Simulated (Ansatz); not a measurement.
A series of runs on V3Cr3Si2 (R32, 8 atoms in the cell)

```cif
data_Cr9Si6V9
_chemical_formula_sum 'V9 Cr9 Si6'
_space_group_name_H-M_alt 'R32 :H'
_space_group_IT_number 155
_space_group_name_Hall 'R 3 2"'
_cell_length_a 6.46546
_cell_length_b 6.46546
_cell_length_c 7.92618
_cell_angle_alpha 90.000
_cell_angle_beta 90.000
_cell_angle_gamma 120.000
loop_
_atom_site_label
_atom_site_type_symbol
_atom_site_symmetry_multiplicity
_atom_site_Wyckoff_symbol
_atom_site_fract_x
_atom_site_fract_y
_atom_site_fract_z
_atom_site_occupancy
V1 V 9 d 0.25026 0.25026 0.00000 1
Cr1 Cr 9 e 0.75023 0.75023 0.50000 1
Si1 Si 6 c 0.00000 0.00000 0.25083 1
```
(The calculation used a cell of 8 atoms; values per cell refer to that cell.)

Base run A: PBEsol, default PAW files made with PBE (Ansatz, a quantum-chemistry and plane-wave program), self-consistent single point.

Its settings: kpoints.mp_grid.grid = 6 6 6; hamiltonian.xc = pbesol; hamiltonian.pseudopotentials = {kind: paw} (the program's default PAW files); scf.occupations.method = fermi_dirac; scf.occupations.width = 0.1 eV.

The starting cell comes from a database of computed structures (which also holds hypothetical and non-ambient phases and stackings), without a prior relaxation at this level. Spin polarisation is off. In the base run, with a pressure of about -3 GPa the cell is away from its equilibrium volume at this level. Ansatz's pressure includes its estimate of the finite-basis (Pulay) stress.

ΔF is the free energy per atom less that of run A. 

| run | scf.mixing.algorithm, scf.mixing.beta | ΔF (meV/atom) | pressure (GPa) | largest force (eV/Å) | iterations |
|---|---|---|---|---|---|
| A | default (the program chose MSR1), default | 0.00 | -3.48 | 0.019 | 7 |
| B | broyden, 0.02 | 0.00 | -3.48 | 0.019 | 16 |
| C | broyden, 0.05 | 0.00 | -3.48 | 0.019 | 12 |
| D | broyden, 0.1 | 0.00 | -3.48 | 0.019 | 13 |
| E | broyden, 0.2 | 0.00 | -3.48 | 0.020 | 11 |
| F | broyden, 0.3 | 0.00 | -3.48 | 0.019 | 11 |
| G | broyden, 0.5 | 0.00 | -3.48 | 0.019 | 9 |
| H | broyden, 0.7 | 0.00 | -3.48 | 0.020 | 10 |
| I | broyden, 0.9 | 0.00 | -3.48 | 0.020 | 9 |
| J | broyden, 1 | 0.00 | -3.48 | 0.020 | 9 |

Runs B, C, D, E, F, G, H, I, J gave the same state as A (within 1 meV/atom). The fewest iterations to that state were 7 (A); the most were 16.

Keys are those of Ansatz 0.2.
